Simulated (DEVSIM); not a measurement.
**Si p+/n-/n+ power diode**

System: Si p+/n-/n+ power diode, at 300 K.

```tsv
layer (left to right)	material	thickness (μm)	Nd (cm⁻³)	Na (cm⁻³)	τn (s)	τp (s)
1	Si	3.30	-	3.6e18	3.9e-5	3.9e-5
2	Si	30.0	1.8e16	-	3.9e-5	3.9e-5
3	Si	1.30	2.5e18	-	3.9e-5	3.9e-5
```

Left contact: ohmic. Right contact: ohmic. Voltage is applied to the left contact. Recombination: SRH at mid-gap. Mobility is μmin + (μ − μmin)/(1 + (N/Nref)^α).

This is a model device: material constants are rounded textbook-type values typed into the input, and sizes, dopings and lifetimes were drawn at random. Values at 300 K.

```tsv
parameter	Si
gap (eV)	1.124
affinity (eV)	4.05
permittivity	11.7
Nc (cm⁻³)	2.86e19
Nv (cm⁻³)	3.1e19
μn (cm²/Vs)	1417
μp (cm²/Vs)	470
μn,min	52
μp,min	45
Nref,n	9.7e16
Nref,p	2.2e17
αn	0.68
αp	0.72
```

Simulated with DEVSIM: 1D drift-diffusion, Boltzmann statistics, complete ionisation; no tunnelling, impact ionisation, image-force lowering or self-heating.

Potential step across the device at zero bias: 1.005 V
Dark forward voltage at 1 A/cm²: 0.751 V
Dark forward voltage at 100 A/cm²: 0.882 V

Dark forward current:

(V (V), J (A/cm²)): (0.05, 8.0e-11); (0.10, 2.9e-10); (0.15, 9.2e-10); (0.20, 3.0e-9); (0.25, 1.1e-8); (0.30, 5.1e-8); (0.35, 2.7e-7); (0.40, 1.7e-6); (0.45, 1.1e-5); (0.50, 7.5e-5); (0.55, 0.00051); (0.60, 0.0035); (0.65, 0.024); (0.70, 0.16); (0.75, 0.96); (0.80, 5.9); (0.85, 35); (0.90, 180); (0.95, 790); (1.00, 2600)
